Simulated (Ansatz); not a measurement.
Al on the 1x1 (110) surface of bcc Ta, one in a 2x2 cell, energies for each (31.2 Å²). Energies are against an atom of fcc Al, without zero-point or thermal terms; each row is named by its start.

Level of theory: PBE (plane waves to 420 eV, PAW; Ansatz, a first-principles code).

Set-up: 17 atoms, 6.8 Å thick at the start under the adsorbate (thin: gaps and levels are the slab's own); mesh 5x5x1; 0.1 eV smearing; dipole correction on; 8 atoms held, the rest relaxed; each run with such symmetry as its start has; no spin, no spin-orbit, no U, no dispersion correction.

A negative adsorption energy means that the adsorbate is more stable on the surface than in its reference. Starts that drift may end in the same place. Heights count from the host atoms within 0.3 Å of the top one.

```json
[
 {"starting site": "top Ta", "E_ads (eV)": "0.63", "height (Å)": "2.45", "nearest host atom (Å)": "Ta 2.58", "bonded to": "Ta", "Δ work function (eV)": "-0.74", "lateral drift (Å)": "0.0"},
 {"starting site": "hollow Ta-Ta-Ta", "E_ads (eV)": "0.00", "height (Å)": "1.92", "nearest host atom (Å)": "Ta 2.67", "bonded to": "4 Ta", "Δ work function (eV)": "-0.64", "lateral drift (Å)": "0.6"},
 {"starting site": "bridge Ta-Ta (span 2.9 Å)", "E_ads (eV)": "0.37", "height (Å)": "2.23", "nearest host atom (Å)": "Ta 2.70", "bonded to": "2 Ta", "Δ work function (eV)": "-0.59", "lateral drift (Å)": "0.0"},
 {"starting site": "bridge Ta-Ta (span 3.3 Å)", "E_ads (eV)": "0.00", "height (Å)": "1.92", "nearest host atom (Å)": "Ta 2.67", "bonded to": "4 Ta", "Δ work function (eV)": "-0.64", "lateral drift (Å)": "0.0"}
]
```
